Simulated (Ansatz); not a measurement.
The reference is YN in the rock salt structure (space group Fm-3m, No. 225; a = 4.8563 Å). Axes: x, y, z lie along the cube axes.

Perturbation: uniaxial stress, 5 GPa compression along z; all other stress components relax to zero.

Levels (all Ansatz, an electronic-structure program, PAW, earlier PAW set): PBEsol (420 eV, no SOC); r2SCAN (500 eV, spin-orbit coupling left out); PBEsol+SOC (420 eV, noncollinear with spin-orbit coupling).

One geometry, relaxed with PBEsol, under each level:

| level | band gap | electron mass | hole mass | pressure |
|---|---|---|---|---|
| PBEsol | zero | – | – | 1.7 GPa |
| r2SCAN | [?] | [?] | [?] | [?] |
| PBEsol+SOC | zero | – | – | 1.7 GPa |

Give the withheld r2SCAN results.


- r2SCAN, band gap: 0.43 eV
- r2SCAN, electron mass: 1.2 mₑ along k, 0.14 mₑ across (at M)
- r2SCAN, hole mass: 0.17 mₑ along z, 1.1 mₑ across (at Γ)
- r2SCAN, pressure: 6.1 GPa

Single points use the geometry relaxed with PBEsol. Their cutoffs differ, which shifts pressures a little. The mesh was chosen for an insulator and is coarse for the gapless case. Differences between runs with and without spin-orbit coupling are approximate. Load acts through the strain it causes; cell and atoms are relaxed under it. Effective masses come from finite differences of ±0.01 Å⁻¹. Along k means along the line from Γ to the band edge. Beyond what the load breaks, stability against distortions was not tested. The runs without spin-orbit coupling are not spin-polarised. A zero or small gap of YN can be the functional's error rather than a property of the material.
